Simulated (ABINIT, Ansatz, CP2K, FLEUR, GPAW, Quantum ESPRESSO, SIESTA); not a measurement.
Code comparison for MoN2 (C2/m, 6 atoms in the cell)

Self-consistent single point.

```yaml
crystal:
  lattice:
    - [5.36041, -1.86751, 0.00000]
    - [5.36041, 1.86751, 0.00000]
    - [-1.58449, 0.00000, 3.87010]
  atoms:
    - { symbol: Mo, position: [0.38315, 0.38315, 0.69216] }
    - { symbol: Mo, position: [0.61685, 0.61685, 0.30784] }
    - { symbol: N, position: [0.16660, 0.16660, 0.44347] }
    - { symbol: N, position: [0.83340, 0.83340, 0.55653] }
    - { symbol: N, position: [0.41500, 0.41500, 0.15509] }
    - { symbol: N, position: [0.58500, 0.58500, 0.84491] }
```

All programs got the same cell, k-point mesh and kind of occupations (in Ansatz's words: kpoints.mp_grid.grid = 6 6 6; scf.occupations.method = fermi_dirac; scf.occupations.width = 0.1 eV); potentials, basis and cutoffs are each program's usual ones.

| code | model | pressure (GPa) | largest force (eV/Å) | k-points | cutoff |
|---|---|---|---|---|---|
| SIESTA | GGA PBEsol, numerical atomic orbitals DZP, PseudoDojo PBEsol standard norm-conserving potentials (rewritten from UPF to PSML) | -4.24 | 0.185 | 132 | grid 400 Ry |
| CP2K | PBEsol, GPW, DZVP-MOLOPT-SR-GTH basis, GTH-PBE potentials (GTH_POTENTIALS) | -7.19 | 0.270 | 112 | grid 500 Ry |
| GPAW | PBEsol, GPAW PAW datasets PBEsol (made by gpaw-setup) | – | 0.591 | 68 | 900 eV |
| Quantum ESPRESSO | PBEsol, GBRV 1.5 ultrasoft (PBESOL) pseudopotentials | -9.30 | 0.499 | 68 | 40 Ry |
| ABINIT | PBEsol, norm-conserving pseudopotentials (PseudoDojo nc-sr-04 PBEsol standard) | -8.66 | 0.445 | 68 | 42 Ha |
| FLEUR | PBEsol, all-electron FLAPW (FLEUR), scalar-relativistic valence | – | 0.563 | 68 | Kmax 4.7 1/bohr |
| Ansatz | PBEsol, PAW files made with PBE | -9.34 | 0.502 | 68 | default |

Size of the force on each atom (eV/Å): Sizes of forces hide their directions.

```json
[
 {"code": "SIESTA", "Mo1": "0.117", "Mo2": "0.117", "N3": "0.185", "N4": "0.185", "N5": "0.153", "N6": "0.153"},
 {"code": "CP2K", "Mo1": "0.093", "Mo2": "0.093", "N3": "0.258", "N4": "0.258", "N5": "0.270", "N6": "0.270"},
 {"code": "GPAW", "Mo1": "0.291", "Mo2": "0.291", "N3": "0.333", "N4": "0.333", "N5": "0.591", "N6": "0.591"},
 {"code": "Quantum ESPRESSO", "Mo1": "0.162", "Mo2": "0.162", "N3": "0.320", "N4": "0.320", "N5": "0.499", "N6": "0.499"},
 {"code": "ABINIT", "Mo1": "0.144", "Mo2": "0.144", "N3": "0.309", "N4": "0.309", "N5": "0.445", "N6": "0.445"},
 {"code": "FLEUR", "Mo1": "0.177", "Mo2": "0.177", "N3": "0.327", "N4": "0.327", "N5": "0.563", "N6": "0.563"},
 {"code": "Ansatz", "Mo1": "0.185", "Mo2": "0.185", "N3": "0.311", "N4": "0.311", "N5": "0.502", "N6": "0.502"}
]
```

A dash marks a value that a program does not give, or that is left out as unsure.

The spread over the programs that give each value: pressure within 5.10 GPa; largest force within 0.406 eV/Å.

The starting cell comes from a database of computed structures (which also holds hypothetical and non-ambient phases and stackings), without a prior relaxation at this level. Its lattice was rescaled by a random factor within 2.5 % of one. On Ansatz's run: Spin polarisation is off. In the base run, with a pressure of about -9 GPa the cell is away from its equilibrium volume at this level.

**Question.** Why do the programs differ, and what cannot be compared?

**Answer.** Differences of this kind can come from the potentials, where these differ, and from what each basis and cutoff leave unconverged. The zero of total energies and Fermi levels follows the potentials and each program's conventions, so they are not compared here. SIESTA and CP2K use small atom-centred bases, whose incompleteness enters pressures, forces and empty levels differently from a plane-wave cutoff. FLEUR treats all electrons, but the usual bases taken here (sphere radii, linearisation, local orbitals, empty states) were not tested for convergence, so the values are no reference for the others. Ansatz's pressure is given at a fixed set of plane waves, as the other plane-wave codes print theirs; with its correction for the finite basis it is -9.07 GPa (the shift of 0.27 GPa shows how far the cutoff is from converged). The pressure of GPAW is left out: its cutoff lies under the one at which its stress was checked. The programs reduce the same mesh by symmetry to different extents, which changes the work and not the result. In the pressure, SIESTA (by 5.06) and CP2K (by 2.11) lie more than 1 GPa from the median of the plane-wave programs. In the force vectors, SIESTA (by 0.652), CP2K (by 0.242) and GPAW (by 0.135) lie more than 0.08 eV/Å from the median of the plane-wave programs.

Ansatz is an electronic-structure program.

Keys are those of Ansatz 0.2.
